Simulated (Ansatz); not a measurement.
Structures of equal composition on the (113) surface of germanium: 1 pair of surface atoms bonded, Si on one of 4 surface atoms, Cl on every dangling bond; 1 pair of surface atoms bonded, Si on one of 4 atoms of the third shell, Cl on every dangling bond; 1 pair of surface atoms bonded, Si on one of 4 atoms under the surface, Cl on every dangling bond. The slabs share one bottom face, and each structure is named by its start. These are constructed structures in small cells; real faces may alloy, dewet or reconstruct in larger ones, and not all known structures of the face are among them. Slabs of about 14 Å with all that they carry, Fermi-Dirac smearing of 0.025 eV. Bottom of the slabs: built like the top, H on every dangling bond, free. Relaxed from the named starts with such symmetry as they have, on meshes of like density; energies extrapolated to zero smearing; no spin-orbit coupling, no U. Spin-polarised runs, if any, are marked in brackets, and their order is one that fits the cell; the others ran without spin. Where a second, spin-polarised start was run, the lower counts.

Method: PBE (plane waves to 420 eV, PAW; Ansatz, a program for electronic structure).

Q: Order them by energy per 1x1 cell (lowest first) at the level PBE.

A: 1 pair of surface atoms bonded, Si on one of 4 surface atoms, Cl on every dangling bond (0.000 eV, gap 0.75 eV on the mesh), 1 pair of surface atoms bonded, Si on one of 4 atoms of the third shell, Cl on every dangling bond (0.167 eV, gap 0.75 eV on the mesh), 1 pair of surface atoms bonded, Si on one of 4 atoms under the surface, Cl on every dangling bond (0.195 eV, gap 0.75 eV on the mesh)
